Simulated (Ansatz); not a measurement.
BAs: response to strain

Start from BAs in the zinc blende structure (space group F-43m, No. 216; a = 4.784 Å).

Strains are applied to the cell and any free atomic positions relax.

Computed with r2SCAN in Ansatz (plane waves to 500 eV, PAW, without spin-orbit coupling).

| isotropic strain (%) | pressure (GPa) |
|---|---|
| -3 | 15.5 |
| -2.5 | 12.5 |
| -2 | ? |
| -1.5 | 7.0 |
| -1 | 4.5 |
| -0.5 | 2.2 |
| 0 | 0.0 |

**Question.** Fit P = P₀ − Bδ + Cδ² with δ = (1 + ε)³ − 1 to the rows shown and predict the withheld row.

**Answer.** Least squares on the printed values gives P₀ = 0.0 GPa, B = 138 GPa, C = 453 GPa (largest residual 0.0 GPa); this predicts 9.7 GPa, and the run gives 9.7 GPa, in agreement.

Whether these cells are dynamically stable was not tested.

Ansatz is a quantum-chemistry and plane-wave program.
